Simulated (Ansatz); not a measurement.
We look at the energy of the reaction as written. Reaction: cell B → cell A. Negative: the products are lower in energy.

Cell A: a sheet of composition W, 1 atom, square cell of 2.50 Å (6.2 Å²), symmetry P4/mmm, 0.0 Å thick under 16 Å of vacuum, in-plane vectors relaxed; planes from bottom to top: W; a model cell; spin state with PBE: no moments, k-point mesh 24×24×1.
```yaml
crystal:
  lattice:
    - [2.49538, 0.00000, 0.00000]
    - [0.00000, 2.49538, 0.00000]
    - [0.00000, 0.00000, 16.00000]
  atoms:
    - { symbol: W, position: [0.00000, 0.00000, 0.50000] }
```

Cell B: a sheet of composition W, 1 atom, hexagonal cell of 2.63 Å (6.0 Å²), symmetry P6/mmm, 0.0 Å thick under 16 Å of vacuum, in-plane vectors relaxed; planes from bottom to top: W; a model cell; spin state with PBE: no moments, k-point mesh 30×30×1.
```xyz
1
Lattice="2.6343 0.0000 0.0000 -1.3171 2.2813 0.0000 0.0000 0.0000 16.0000" Properties=species:S:1:pos:R:3 pbc="T T T"
W      0.0000     0.0000     8.0000
```

All numbers come from Ansatz (a first-principles code), plane waves with PAW, its default PAW set, cutoff 420 eV, 500 eV for r2SCAN. The structures are at rest with PBE; other levels are single points on them. Neutral cells; Fermi-Dirac smearing of at most 0.10 eV in the solids, energies taken to zero width. The lattices are those relaxed with PBE, so at other levels the solids can be strained, which adds to the spread. A dispersion term (D3(BJ), or D4 for r2SCAN) was computed beside these levels and is taken off wherever the name lacks it. Static lattices, no vibrational contributions. The runs are scalar-relativistic, without spin-orbit coupling. Cell A has symmetry P4/mmm and got no random move, so less symmetric positions, which may lie lower, weren't tried. Cell B has symmetry P6/mmm and got no random move, so less symmetric positions, which may lie lower, weren't tried.

### Question
Estimate the value that PBE returns for this input.

### Answer
0.42 eV, for cell B → cell A.

### Question
How does the value move with the functional?

### Answer
```json
[
 {"Method": "r2SCAN", "value (eV)": "0.42", "less PBE": "0.00"}
]
```

The levels span only 0.00 eV, too little to tell them apart.
